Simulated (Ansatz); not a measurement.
Ge2Sb2Te5, pressure series

Take Ge2Sb2Te5 (space group P-3m1, No. 164) as the base.

```yaml
crystal:
  lattice:
    - [4.26626, 0.00000, 0.00000]
    - [-2.13313, 3.69469, 0.00000]
    - [0.00000, 0.00000, 17.61904]
  atoms:
    - { symbol: Te, position: [0.00000, 0.00000, 0.00000] }
    - { symbol: Ge, position: [0.66667, 0.33333, 0.09772] }
    - { symbol: Ge, position: [0.33333, 0.66667, 0.90228] }
    - { symbol: Te, position: [0.33333, 0.66667, 0.19305] }
    - { symbol: Te, position: [0.66667, 0.33333, 0.80695] }
    - { symbol: Sb, position: [0.00000, 0.00000, 0.30821] }
    - { symbol: Sb, position: [0.00000, 0.00000, 0.69179] }
    - { symbol: Te, position: [0.66667, 0.33333, 0.40469] }
    - { symbol: Te, position: [0.33333, 0.66667, 0.59531] }
```

Cell and atoms are relaxed at each pressure.

Method: plane-wave PAW DFT at the r2SCAN level (Ansatz, a program for electronic structure, 500 eV), no spin-orbit coupling.

| change | band gap | c/a ratio | lattice parameter a |
|---|---|---|---|
| base | 0.52 eV | 4.130 | 8.062 bohr |
| pressure 0.9 GPa | 0.35 eV | 4.072 | 8.019 bohr |
| pressure 2.1 GPa | 0.15 eV | 4.035 | 7.964 bohr |
| pressure 4.5 GPa | zero | ? | ? |
| pressure 9 GPa | zero | 3.999 | 7.703 bohr |
| pressure 15 GPa | zero | 4.057 | 7.497 bohr |
| pressure 22.5 GPa | zero | 4.172 | 7.266 bohr |
| pressure 30 GPa | zero | 4.483 | 6.947 bohr |

Question: Fill in the withheld entries from the trend.

Answer: 
- pressure 4.5 GPa, c/a ratio: 4.001
- pressure 4.5 GPa, lattice parameter a: 7.867 bohr

A case with no gap was solved on a k-mesh chosen for an insulator, which is coarse for it. Spin-orbit coupling, missing from the scalar runs, can matter with Sb and Te. Load acts through the strain it causes; cell and atoms are relaxed under it. Whether these cells are dynamically stable was not tested. No other phases were tried under pressure. The final runs are not spin-polarised. The zero or small gap of Ge2Sb2Te5 under pressure 2.1 GPa, Ge2Sb2Te5 under pressure 4.5 GPa, Ge2Sb2Te5 under pressure 9 GPa and Ge2Sb2Te5 under pressure 15 GPa can change with the level of theory.
